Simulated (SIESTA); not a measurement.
Input and output of a self-consistent single point for Cu3Pd (Pm-3m, 4 atoms in the cell) (SIESTA).

Level of theory: SIESTA with LDA PW92, numerical atomic orbitals DZP, PseudoDojo LDA standard norm-conserving potentials (rewritten from UPF to PSML).

```
Cu3Pd
1.0
    3.68588     0.00000     0.00000
    0.00000     3.68588     0.00000
    0.00000     0.00000     3.68588
Cu Pd
3 1
Direct
  0.00000   0.50000   0.50000
  0.50000   0.00000   0.50000
  0.50000   0.50000   0.00000
  0.00000   0.00000   0.00000
```

Reference input (self-consistent single point, DFT, GGA PBEsol, numerical atomic orbitals DZP, PseudoDojo PBEsol standard norm-conserving potentials (rewritten from UPF to PSML)): XC.functional = GGA; XC.authors = PBEsol; potentials = PseudoDojo PBEsol standard; PAO.BasisSize = DZP; PAO.EnergyShift = 0.01 Ry; MeshCutoff = 300 Ry; kgrid.MonkhorstPack = 9 9 9; OccupationFunction = FD; ElectronicTemperature = 580.23 K; MaxSCFIterations = 150; SCF.Mixer.Method = Pulay; SCF.Mixer.Weight = 0.1. This run's input differs from it in these lines:

```diff
@@ -1,2 +1,2 @@
-# files in the folder: Cu.psml Pd.psml (PseudoDojo PBEsol standard)
+# files in the folder: Cu.psml Pd.psml (PseudoDojo LDA standard)
 SystemName  Cu3Pd
@@ -24,4 +24,4 @@
 
-XC.functional                GGA
-XC.authors                   PBEsol
+XC.functional                LDA
+XC.authors                   PW92
 PAO.BasisSize                DZP
```

Log, with long lists cut:

```
        iscf     Eharris(eV)        E_KS(eV)     FreeEng(eV)     dDmax    Ef(eV) dHmax(eV)
   scf:    1   -18769.924575   -19019.654620   -19019.690290  2.322975  2.458959 42.023852
   scf:    2   -19170.475881   -19108.194703   -19108.225700  1.001099 -0.253254 20.960061
   scf:    3   -19131.941091   -19131.745132   -19131.765792  0.425633 -1.999658  9.844410
   scf:    4   -18912.861260   -19048.108320   -19048.141359  0.767787  1.336556 54.334151
   scf:    5   -19149.430677   -19134.615357   -19134.627169  0.923067 -2.597568  0.708818
   [... 4 lines left out ...]
   scf:   10   -19134.628236   -19134.628459   -19134.639949  0.002172 -2.699043  0.047093
   scf:   11   -19134.628484   -19134.628498   -19134.640018  0.000464 -2.698486  0.001903
   scf:   12   -19134.628500   -19134.628499   -19134.640018  0.000068 -2.698544  0.003161
   scf:   13   -19134.628495   -19134.628497   -19134.640019  0.000030 -2.698505  0.000035
SCF Convergence by DM+H criterion
max |DM_out - DM_in|         :     0.0000302197
max |H_out - H_in|      (eV) :     0.0000349662
SCF cycle converged after 13 iterations

Using DM_out to compute the final energy and forces

siesta: E_KS(eV) =           -19134.6285

siesta: E_KS - E_eggbox =    -19134.6285

siesta: Atomic forces (eV/Ang):
     1   -0.000000    0.000000    0.000000
     2    0.000000   -0.000000    0.000000
     3   -0.000000   -0.000000   -0.000000
     4   -0.000000   -0.000000   -0.000000
   Tot   -0.000000   -0.000000    0.000000
   Max    0.000000
   Res    0.000000    sqrt( Sum f_i^2 / 3N )
   Max    0.000000    constrained

Stress tensor Voigt[x,y,z,yz,xz,xy] (kbar):      131.33      131.33      131.33        0.00        0.00        0.00
(Free)E + p*V (eV/cell)   -19138.7446
   [... lines left out ...]
siesta: FreeEng =    -19134.640019
   [... lines left out ...]
siesta:     0.081968    0.000000    0.000000
siesta:     0.000000    0.081968    0.000000
siesta:     0.000000    0.000000    0.081968

siesta: Cell volume =         50.075424 Ang**3

siesta: Pressure (static):
siesta:                Solid            Molecule  Units
siesta:          -0.00089274         -0.00089274  Ry/Bohr**3
siesta:          -0.08196769         -0.08196769  eV/Ang**3
siesta:        -131.32671651       -131.32672459  kBar
```

The run converged in 13 iterations. Against the reference run the pressure goes from -7.00 to -13.13 GPa.

The starting cell comes from a database of computed structures (which also holds hypothetical and non-ambient phases and stackings), without a prior relaxation at this level. Its lattice was rescaled by a random factor within 2.5 % of one. Spin polarisation is off. Values carry the incompleteness of an atom-centred basis. With a pressure of about -13 GPa the cell is away from its equilibrium volume at this level.

Cost on one core of a shared machine: roughly 30 s.
